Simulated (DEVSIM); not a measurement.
Structure: abrupt Ge p-n junction, at 300 K.

| layer (left to right) | material | thickness (μm) | Nd (cm⁻³) | Na (cm⁻³) | τn (s) | τp (s) |
|---|---|---|---|---|---|---|
| 1 | Ge | 0.150 | - | 1.5e16 | 9.6e-6 | 9.6e-6 |
| 2 | Ge | 2.00 | 1.4e17 | - | 9.6e-6 | 9.6e-6 |

Left contact: ohmic. Right contact: ohmic. Voltage is applied to the left contact. Recombination: SRH at mid-gap, radiative, Auger. Mobility is μmin + (μ − μmin)/(1 + (N/Nref)^α).

This is a model device: material constants are rounded textbook-type values typed into the input, and sizes, dopings and lifetimes were drawn at random. Values at 300 K.

```
parameter           Ge
-------------  -------
gap (eV)         0.664
affinity (eV)        4
permittivity        16
Nc (cm⁻³)      1.04e19
Nv (cm⁻³)         6e18
μn (cm²/Vs)       3900
μp (cm²/Vs)       1900
μn,min             150
μp,min             100
Nref,n          2.6e17
Nref,p            4e17
αn                0.56
αp                 0.6
B (cm³/s)      6.4e-14
Cn (cm⁶/s)       1e-31
Cp (cm⁶/s)       1e-31
```

Model (solved in DEVSIM): 1D drift-diffusion, Boltzmann statistics, complete ionisation; no tunnelling, impact ionisation, image-force lowering or self-heating.

**Question.** Tabulate band edges, carrier densities and field at zero bias.

**Answer.** Energies count from the Fermi level of the right contact; mesh points crowd at the junctions.

```
x (μm)   Ec (eV)  Ev (eV)  n (cm⁻³)  p (cm⁻³)  field (V/cm)
-------  -------  -------  --------  --------  ------------
0.000      0.509   -0.155    2.9e10    1.5e16        -12000
0.01401    0.491   -0.173    5.8e10    7.6e15        -13000
0.03348    0.464   -0.200    1.7e11    2.6e15        -15000
0.05792    0.422   -0.242    8.4e11    5.2e14        -19000
0.09926    0.329   -0.335    3.0e13    1.4e13        -26000
0.1236     0.261   -0.403    4.3e14    1.0e12        -30000
0.1411     0.206   -0.458    3.6e15    1.2e11        -33000
0.1579     0.151   -0.513    3.0e16    1.5e10        -25000
0.1758     0.123   -0.541    8.9e16     4.9e9         -8600
0.2067     0.112   -0.552    1.3e17     3.3e9          -880
0.2565     0.111   -0.553    1.4e17     3.1e9           -19
0.3733     0.111   -0.553    1.4e17     3.1e9           ≈ 0
0.5252     0.111   -0.553    1.4e17     3.1e9           ≈ 0
0.7701     0.111   -0.553    1.4e17     3.1e9           ≈ 0
1.265      0.111   -0.553    1.4e17     3.1e9           ≈ 0
1.611      0.111   -0.553    1.4e17     3.1e9           ≈ 0
1.825      0.111   -0.553    1.4e17     3.1e9           ≈ 0
1.958      0.111   -0.553    1.4e17     3.1e9           ≈ 0
2.060      0.111   -0.553    1.4e17     3.1e9           ≈ 0
2.101      0.111   -0.553    1.4e17     3.1e9           ≈ 0
2.129      0.111   -0.553    1.4e17     3.1e9           ≈ 0
2.150      0.111   -0.553    1.4e17     3.1e9           ≈ 0
```
